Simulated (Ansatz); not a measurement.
## WSe2: electrons 3.0×10^21 cm⁻³

Start from WSe₂ (space group P6_3/mmc, No. 194; a = 3.2995 Å, c = 13.1475 Å; layered, stacked along the Cartesian z axis).

One thing is altered: 0.372 electrons added to each cell, a density of 3.0×10^21 cm⁻³, with a uniform compensating background at fixed cell and a 300 K Fermi–Dirac width.

Level of theory: r2SCAN+rVV10 (Ansatz, an electronic-structure program; PAW; 500 eV plane waves; no spin-orbit coupling), earlier PAW set. Settings: 16×16×4 k-points, 0.0259 eV Fermi–Dirac smearing.

The gap between the host's bands drops by 0.02 eV to 1.10 eV and the gap character is still indirect, Γ → K–Γ (47 % along). The largest internal atomic displacement comes out as 0.013 Å and the Fermi level relative to the doped band's edge (positive inside the band; to 0.05 eV) amounts to +0.40 eV.

Cost of the whole job for the changed cell (relaxation, final SCF and bands): very roughly 8 core-minutes.

Carriers are added with a uniform compensating background; total energy and stress of such cells depend on the potential's zero and are not compared; many-body gap narrowing is missing at this level. With W present, leaving out spin-orbit coupling can change the band edges. Stability against distortions was not tested.
